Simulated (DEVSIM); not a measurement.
Structure: Pt/SiO2/p-Si capacitor, at 300 K.

Layer 1 from the left is SiO2, thickness (nm) 1.00. Layer 2 from the left is Si, thickness (nm) 360, Na (cm⁻³) 1.3e17.

Metal gate on the left, work function 5.6 eV. Fixed charge at the semiconductor interface -1.3e10 cm⁻² (in units of +e); no interface traps.

This is a model device: material constants are rounded textbook-type values typed into the input, and sizes, dopings and lifetimes were drawn at random. Values at 300 K.

SiO2: gap (eV) 9, affinity (eV) 0.9, permittivity 3.9. Si: gap (eV) 1.124, affinity (eV) 4.05, permittivity 11.7, Nc (cm⁻³) 2.86e19, Nv (cm⁻³) 3.1e19.

Task: Estimate by hand the flat-band voltage, the threshold voltage, and compare with a numerical solution.

Result: 
- Flat-band voltage: C = 3.45 μF/cm², work-function difference 0.568 V; VFB = φms − qNf/C = 0.57 V; numerical 0.57 V.
- Threshold voltage: φF = 0.422 V, depletion charge √(4εqNφF) = 1.91e-7 C/cm²; VT = VFB + 2φF + Qd/C = 1.47 V; numerical 1.47 V.

Model (solved in DEVSIM): 1D Poisson equation in equilibrium, Boltzmann statistics, complete ionisation; no quantum confinement or tunnelling. Metal contacts follow the ideal Schottky-Mott rule: no Fermi-level pinning, no interface dipoles.
